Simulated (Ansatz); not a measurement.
The parent structure is WS₂ (space group P6_3/mmc, No. 194; layered, stacked along the Cartesian z axis).

```
WS2
1.0
    3.11474     0.00000     0.00000
   -1.55737     2.69745     0.00000
    0.00000     0.00000    11.77237
W S
2 4
Direct
  0.66667   0.33333   0.25000
  0.33333   0.66667   0.75000
  0.66667   0.33333   0.88355
  0.33333   0.66667   0.38355
  0.33333   0.66667   0.11645
  0.66667   0.33333   0.61645
```

Cartesian axes are those of the cell as printed.

Level of theory: PBEsol-D3(BJ) (Ansatz, a first-principles code, PAW, without spin-orbit coupling).

Base values:

- Pressure: 0.00 GPa
- Gap character: indirect, Γ → K–Γ (44 % along)
- Hole mass: 0.96 mₑ along c, 0.46 mₑ across (at Γ)

Modification: the cell is stretched by 1.20 % along z with no lateral relaxation; the atoms relax in the strained cell.

### Question
Estimate the effect on the energy relative to the base.

### Answer
The energy grows by 0.7 meV/atom.

### Question
Estimate the effect on the pressure.

### Answer
The pressure (mean of the normal stresses, compression positive) goes from zero to -0.47 GPa.

### Question
How does this affect the gap character?

### Answer
The gap character stays indirect, Γ → K–Γ (44 % along).

### Question
Estimate the effect on the hole mass.

### Answer
The hole mass becomes 0.88 mₑ along z, 0.51 mₑ across (at Γ) (base: 0.96 mₑ along c, 0.46 mₑ across (at Γ)).

Spin-orbit coupling, missing from the scalar runs, can matter with W. Effective masses come from finite differences of ±0.01 Å⁻¹. No phonon test of stability was made.
